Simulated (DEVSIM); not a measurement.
Device: abrupt Ge n-p junction, at 350 K.

```
layer (left to right)  material  thickness (μm)  Nd (cm⁻³)  Na (cm⁻³)  τn (s)  τp (s)
---------------------  --------  --------------  ---------  ---------  ------  ------
1                            Ge            1.20     2.9e16          -  1.1e-7  1.1e-7
2                            Ge            86.0          -     3.9e14  1.1e-7  1.1e-7
```

Left contact: ohmic. Right contact: ohmic. Voltage is applied to the left contact. Recombination: SRH at mid-gap, radiative, Auger. Mobility is μmin + (μ − μmin)/(1 + (N/Nref)^α).

Constants are typed, rounded textbook-type inputs, not results; the design itself was drawn at random and stands for no fabricated device. Values at 300 K; Nc and Nv go as T^1.5, mobilities as T to minus their exponent, the gap by Varshni's rule with the affinity fixed.

| parameter | Ge |
|---|---|
| gap (eV) | 0.664 |
| affinity (eV) | 4 |
| permittivity | 16 |
| Nc (cm⁻³) | 1.04e19 |
| Nv (cm⁻³) | 6e18 |
| μn (cm²/Vs) | 3900 |
| μp (cm²/Vs) | 1900 |
| μn,min | 150 |
| μp,min | 100 |
| Nref,n | 2.6e17 |
| Nref,p | 4e17 |
| αn | 0.56 |
| αp | 0.6 |
| T exponent of μn | 1.66 |
| T exponent of μp | 2.33 |
| B (cm³/s) | 6.4e-14 |
| Cn (cm⁶/s) | 1e-31 |
| Cp (cm⁶/s) | 1e-31 |
| Varshni α (eV/K) | 0.000477 |
| Varshni β (K) | 235 |

Simulated with DEVSIM: 1D drift-diffusion, Boltzmann statistics, complete ionisation; no tunnelling, impact ionisation, image-force lowering or self-heating.

Q: Give the dark forward current.

A: 
(V (V), J (A/cm²)): (-0.05, -0.70); (-0.10, -1.8); (-0.15, -3.3); (-0.20, -5.3); (-0.30, -11); (-0.35, -15); (-0.40, -19); (-0.45, -24); (-0.50, -29); (-0.55, -36); (-0.65, -50); (-0.70, -58); (-0.75, -67); (-0.80, -77); (-0.85, -87); (-0.90, -98); (-1.00, -120); (-1.05, -130); (-1.10, -150); (-1.15, -160)
